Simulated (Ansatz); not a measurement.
MgTe, response to strain

Consider MgTe in the wurtzite structure (space group P6_3mc, No. 186).

```
MgTe
1.0
    4.50890     0.00000     0.00000
   -2.25445     3.90482     0.00000
    0.00000     0.00000     7.33770
Mg Te
2 2
Direct
  0.33333   0.66667   0.99977
  0.66667   0.33333   0.49977
  0.33333   0.66667   0.37623
  0.66667   0.33333   0.87623
```

Cartesian axes are those of the cell as printed.

Strains are applied to the cell and any free atomic positions relax.

Computed with LDA/PAW in Ansatz (a first-principles code), no spin-orbit coupling.

Notes on the quantities. band gap: an upper bound: an edge found on the path is not a true extremum; the base alone; energy relative to the base: free energy F.

```tsv
case	band gap	shortest interatomic distance	energy relative to the base
base	2.43 eV	2.757 Å	0 meV/atom
tensor shear ε_xz = +1.00 %	2.39 eV	2.754 Å	+0.4 meV/atom
tensor shear ε_xz = +1.67 %	2.36 eV	2.753 Å	+1.1 meV/atom
tensor shear ε_xz = +1.33 %	2.37 eV	2.754 Å	+0.7 meV/atom
tensor shear ε_xz = +0.67 %	2.40 eV	2.755 Å	+0.2 meV/atom
tensor shear ε_xz = +2.00 %	2.34 eV	2.752 Å	+1.6 meV/atom
tensor shear ε_xz = +0.33 %	2.42 eV	2.756 Å	0.0 meV/atom
```

With Te present, leaving out spin-orbit coupling can change the band edges. Whether these cells are dynamically stable was not tested.
